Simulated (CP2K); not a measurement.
Input and output of a self-consistent single point for Cs2RbGaBr6 (Fm-3m, 10 atoms in the cell) (CP2K)

Level of theory: PBEsol, GPW, DZVP-MOLOPT-SR-GTH basis, GTH-PBE potentials (GTH_POTENTIALS) (CP2K).

Input:

```
&GLOBAL
  PROJECT scf
  RUN_TYPE ENERGY_FORCE
  PRINT_LEVEL MEDIUM
&END GLOBAL
&FORCE_EVAL
  METHOD Quickstep
  STRESS_TENSOR ANALYTICAL
  &DFT
    BASIS_SET_FILE_NAME BASIS_MOLOPT
    POTENTIAL_FILE_NAME GTH_POTENTIALS
    &QS
      METHOD GPW
      EPS_DEFAULT 1E-11
    &END QS
    &MGRID
      CUTOFF 600
      REL_CUTOFF 40
      NGRIDS 5
    &END MGRID
    &SCF
      SCF_GUESS ATOMIC
      EPS_SCF 1E-6
      MAX_SCF 100
      ADDED_MOS 14
      &DIAGONALIZATION
        ALGORITHM STANDARD
      &END DIAGONALIZATION
      &MIXING
        METHOD BROYDEN_MIXING
        ALPHA 0.2
        NBUFFER 12
        BETA 1.5
      &END MIXING
      &SMEAR ON
        METHOD FERMI_DIRAC
        ELECTRONIC_TEMPERATURE [K] 232.09
      &END SMEAR
    &END SCF
    &KPOINTS
      SCHEME MONKHORST-PACK 3 3 3
    &END KPOINTS
    &XC
      &XC_FUNCTIONAL
        &PBE
          PARAMETRIZATION PBESOL
        &END PBE
      &END XC_FUNCTIONAL
    &END XC
    &PRINT
      &MO
        EIGENVALUES T
        OCCUPATION_NUMBERS T
        NDIGITS 8
        FILENAME mo
        &EACH
          QS_SCF 0
        &END EACH
        ADD_LAST NUMERIC
      &END MO
      &MULLIKEN ON
      &END MULLIKEN
    &END PRINT
  &END DFT
  &SUBSYS
    &CELL
      ABC 8.10438800 8.10438810 8.10438784
      ALPHA_BETA_GAMMA 60.00000157 59.99999934 60.00000039
      PERIODIC XYZ
    &END CELL
    &COORD
      SCALED
      Cs       0.75000000     0.75000000     0.75000000
      Cs       0.25000000     0.25000000     0.25000000
      Rb       0.50000000     0.50000000     0.50000000
      Ga       0.00000000     0.00000000     0.00000000
      Br       0.78003000     0.21997000     0.21997000
      Br       0.21997000     0.78003000     0.78003000
      Br       0.21997000     0.78003000     0.21997000
      Br       0.78003000     0.21997000     0.78003000
      Br       0.21997000     0.21997000     0.78003000
      Br       0.78003000     0.78003000     0.21997000
    &END COORD
    &KIND Cs
      BASIS_SET DZVP-MOLOPT-SR-GTH
      POTENTIAL GTH-PBE-q9
    &END KIND
    &KIND Rb
      BASIS_SET DZVP-MOLOPT-SR-GTH
      POTENTIAL GTH-PBE-q9
    &END KIND
    &KIND Ga
      BASIS_SET DZVP-MOLOPT-SR-GTH
      POTENTIAL GTH-PBE-q13
    &END KIND
    &KIND Br
      BASIS_SET DZVP-MOLOPT-SR-GTH
      POTENTIAL GTH-PBE-q7
    &END KIND
  &END SUBSYS
  &PRINT
    &FORCES ON
    &END FORCES
    &STRESS_TENSOR ON
    &END STRESS_TENSOR
  &END PRINT
&END FORCE_EVAL
```

Output, abridged:

```
 GLOBAL| Method name                                                        CP2K
 GLOBAL| Project name                                                        scf
 GLOBAL| Run type                                                   ENERGY_FORCE

 CELL| Volume [angstrom^3]:                                           376.396588
 CELL| Vector a [angstrom]:       8.104     0.000     0.000   |a| =     8.104388
 CELL| Vector b [angstrom]:       4.052     7.019     0.000   |b| =     8.104388
 CELL| Vector c [angstrom]:       4.052     2.340     6.617   |c| =     8.104388
 CELL| Angle (b,c), alpha [degree]:                                    60.000002
 CELL| Angle (a,c), beta  [degree]:                                    59.999999
 CELL| Angle (a,b), gamma [degree]:                                    60.000000
 CELL| Numerically orthorhombic:                                              NO
 CELL| Periodicity                                                           XYZ

 DFT| Spin restricted Kohn-Sham (RKS) calculation                            RKS
 DFT| Multiplicity                                                             1
 DFT| Number of spin states                                                    1
 DFT| Charge                                                                   0
 DFT| XC density smoothing                                                  NONE
 DFT| XC derivatives                                                          PW

 QS| Method:                                                                 GPW
 QS| Density plane wave grid type                        NON-SPHERICAL FULLSPACE
 QS| Number of grid levels:                                                    5
 QS| Density cutoff [a.u.]:                                                300.0
 QS| Multi grid cutoff [a.u.]: 1) grid level                               300.0
   [... lines left out ...]
 BRILLOUIN| Wavefunction type                                            COMPLEX
 BRILLOUIN| List of Kpoints [2 Pi/Bohr]                                       14
 BRILLOUIN| Number           Weight            X              Y              Z
 BRILLOUIN|     1           0.07407       -0.33333       -0.33333       -0.33333
 BRILLOUIN|     2           0.07407       -0.33333       -0.33333        0.00000
 BRILLOUIN|     3           0.07407       -0.33333       -0.33333        0.33333
   [... 11 lines left out ...]
 *******************************************************************************

 Extrapolation method: initial_guess

 Re-scaling the density matrix to get the right number of electrons
                  # Electrons              Trace(P)               Scaling factor
                           82                82.000                        1.000

 Number of electrons:                                                         82
 Number of occupied orbitals:                                                 41
 Number of molecular orbitals:                                                55

 Number of orbital functions:                                                145
 Number of independent orbital functions:                                    145
 SCF WAVEFUNCTION OPTIMIZATION

  Step     Update method      Time    Convergence         Total energy    Change
     1 NoMix/Diag. 0.20E+00      -     1.47904488      -219.6621029228 -2.20E+02
     2 Broy./Diag. 0.20E+00      -     0.02827486      -218.8045460224  8.58E-01
     3 Broy./Diag. 0.20E+00      -     0.22594277      -219.0893558481 -2.85E-01
     4 Broy./Diag. 0.20E+00      -     0.00526314      -219.5859248396 -4.97E-01
     5 Broy./Diag. 0.20E+00      -     0.01779875      -219.5498973739  3.60E-02
     6 Broy./Diag. 0.20E+00      -     0.00617935      -219.4874562469  6.24E-02
     7 Broy./Diag. 0.20E+00      -     0.00893626      -219.4173255877  7.01E-02
   [... 9 lines left out ...]
    17 Broy./Diag. 0.20E+00      -     0.00001095      -219.4251176878 -1.27E-04
    18 Broy./Diag. 0.20E+00      -     0.00004721      -219.4248048056  3.13E-04
    19 Broy./Diag. 0.20E+00      -     0.00000455      -219.4245670839  2.38E-04
    20 Broy./Diag. 0.20E+00      -     0.00000952      -219.4243901253  1.77E-04
    21 Broy./Diag. 0.20E+00      -     0.00000041      -219.4243471124  4.30E-05
  *** SCF run converged in    21 steps ***

  Electronic density on regular grids:        -81.9999999970        0.0000000030
  Core density on regular grids:               81.9999999989       -0.0000000011
  Total charge density on r-space grids:        0.0000000019
  Total charge density g-space grids:           0.0000000019

  Overlap energy of the core charge distribution:               0.00000000115465
  Self energy of the core charge distribution:               -394.42608926554982
  Core Hamiltonian energy:                                     93.14589214273551
  Hartree energy:                                             117.46648683436625
  Exchange-correlation energy:                                -35.61063682511286
  Electronic entropic energy:                                  -0.00000000000000
  Fermi energy:                                                 0.07579510940273

  Total energy:                                              -219.42434711240622
  Total energy (extrapolated to T->0):                       -219.42434711240622

                     Mulliken Population Analysis

 #  Atom  Element  Kind  Atomic population                           Net charge
       1     Cs       1          8.105373                              0.894627
       2     Cs       1          8.105373                              0.894627
       3     Rb       2          8.800929                              0.199071
       4     Ga       3         12.766915                              0.233085
       5     Br       4          7.370235                             -0.370235
       6     Br       4          7.370235                             -0.370235
       7     Br       4          7.370235                             -0.370235
       8     Br       4          7.370235                             -0.370235
       9     Br       4          7.370235                             -0.370235
      10     Br       4          7.370235                             -0.370235
 # Total charge                             82.000000                  0.000000

 ENERGY| Total FORCE_EVAL ( QS ) energy [hartree]           -219.424351237538673

   [... lines left out ...]
 FORCES|      1 -5.50153790E-07 -3.16981615E-07 -2.18962093E-07   6.71633036E-07
 FORCES|      2  5.53140335E-07  3.24225601E-07  2.18335530E-07   6.77315934E-07
 FORCES|      3  2.85451634E-09  2.39148217E-09 -7.93366972E-09   8.76416372E-09
 FORCES|      4  8.05474538E-10 -5.08856977E-09 -3.12545537E-10   5.16139673E-09
 FORCES|      5 -4.18224511E-06  3.34633431E-03  2.36622209E-03   4.09841162E-03
 FORCES|      6  4.18205579E-06 -3.34632942E-03 -2.36621387E-03   4.09840288E-03
 FORCES|      7  2.89594787E-03 -1.67679975E-03  2.36622975E-03   4.09844052E-03
 FORCES|      8 -2.89595784E-03  1.67679429E-03 -2.36623245E-03   4.09844689E-03
 FORCES|      9  2.89594881E-03  1.67197362E-03 -2.36963431E-03   4.09843654E-03
 FORCES|     10 -2.89594381E-03 -1.67197885E-03  2.36963457E-03   4.09843529E-03
 FORCES| Sum     1.48990402E-09 -1.25775717E-09 -3.09449730E-09
 FORCES| Total atomic force                                       3.65755118E-09

 STRESS| Analytical stress tensor [bar]
 STRESS|                        x                   y                   z
 STRESS|      x        2.62482522536E+03   1.17038066161E+01   8.25914409595E+00
 STRESS|      y        1.17038066161E+01   2.61133529364E+03   4.78627170109E+00
 STRESS|      z        8.25914409595E+00   4.78627170109E+00   2.60793998824E+03
 STRESS| 1/3 Trace                                             2.61470016908E+03
```

The run converged in 21 iterations.

The starting cell comes from a database of computed structures (which also holds hypothetical and non-ambient phases and stackings), without a prior relaxation at this level. Its lattice was rescaled by a random factor within 2.5 % of one. Values carry the incompleteness of an atom-centred basis. The potentials were made for another functional than the one used.

Cost on one core of a shared machine: roughly 2 min.
